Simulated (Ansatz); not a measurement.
**What x(W) = 0.375, 8 atoms, P1 does to Os**

Consider Os in the hcp (Mg type) structure (space group P6_3/mmc, No. 194; a = 2.729 Å, c = 4.306 Å).

The other end (x = 1) is W in the hcp (Mg type) structure (space group P6_3/mmc, No. 194; a model cell, its experimental status unchecked): 16.05 Å³/atom, gap zero; this end may not be an ambient phase.

Perturbation: a fraction x = 0.375 of the Os sites is given to W, ordered in a cell of 8 atoms (starting symmetry P1) and fully relaxed.

Level of theory: PBEsol (Ansatz, a first-principles code; PAW; 420 eV plane waves; no spin-orbit coupling). Γ-centred 10×10×8 mesh, Fermi–Dirac width 0.05 eV, for the changed cell.

```json
[
 {"quantity": "volume per atom", "base": "13.89 Å³", "changed": "14.56 Å³", "shift": "+0.67 Å³"},
 {"quantity": "density", "base": "22.74 g/cm³", "changed": "21.42 g/cm³", "shift": "-1.32 g/cm³"},
 {"quantity": "shortest interatomic distance", "base": "2.668 Å", "changed": "2.645 Å", "shift": "-0.023 Å"},
 {"quantity": "band gap", "base": "zero", "changed": "zero", "shift": "–"},
 {"quantity": "mixing energy (to 0.01 eV only: unlike meshes or grids) (against an end that may be hypothetical)", "base": "–", "changed": "-0.19 eV/atom", "shift": "–"}
]
```

These are small ordered cells, not random alloys; other orderings at the same x differ. Stability against distortions was not tested. The final runs are not spin-polarised. This is not the structure that W has at room temperature and ambient pressure.
